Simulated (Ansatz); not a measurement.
Here is the system:

End structure of a constructed model of the (0001) surface of hcp Re, a layer of Co in place of the second plane (bottom of the slab: a bare face, its two planes held):

```yaml
crystal:
  lattice:
    - [2.77572, 0.00000, 0.00000]
    - [-1.38786, 2.40385, 0.00000]
    - [0.00000, 0.00000, 27.00000]
  atoms:
    - { symbol: Re, position: [0.66667, 0.33333, 0.29810] }
    - { symbol: Re, position: [0.33333, 0.66667, 0.38108] }
    - { symbol: Re, position: [0.66667, 0.33333, 0.46528] }
    - { symbol: Re, position: [0.33333, 0.66667, 0.54637] }
    - { symbol: Co, position: [0.66667, 0.33333, 0.62315] }
    - { symbol: Re, position: [0.33333, 0.66667, 0.69515] }
```

Model: 6-atom slab, 10.9 Å thick at the start, 15x15x1 mesh, Fermi-Dirac 0.1 eV, dipole correction, 2 atoms held, the rest relaxed; start symmetry kept, larger cells not searched; spin-polarised, no spin-orbit, no U. The starting moment vanished. It is one candidate, not shown to be the stable structure of the face.

Question: What work function of the top face does PBE (Ansatz, a program for electronic structure) give?

Answer: 5.28 eV
